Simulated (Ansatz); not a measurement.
Base system: Co2Si (space group P4/nmm, No. 129; a = 3.406 Å, c = 5.694 Å; ferromagnetic; a hypothetical phase, not in the database extracts checked).

Level of theory: plane-wave PAW DFT at the PBEsol level (Ansatz, an electronic-structure program, 420 eV), spin-orbit coupling left out.

Before the change:

* **Volume per atom**: 11.01 Å³
* **Magnetic state**: ferromagnetic

Now apply this change: cell and atoms relaxed at a pressure of 0.7 GPa.

Question: Predict the new volume per atom and magnetic state.

Answer: The volume per atom drops by 0.04 Å³ (11.01 Å³ → 10.97 Å³); the magnetic state stays ferromagnetic.

The magnetic state is the one reached from the starting moments; the real material's order can differ, and small cells can't hold many antiferromagnetic ones. Load acts through the strain it causes; cell and atoms are relaxed under it. Stability against distortions was not tested.
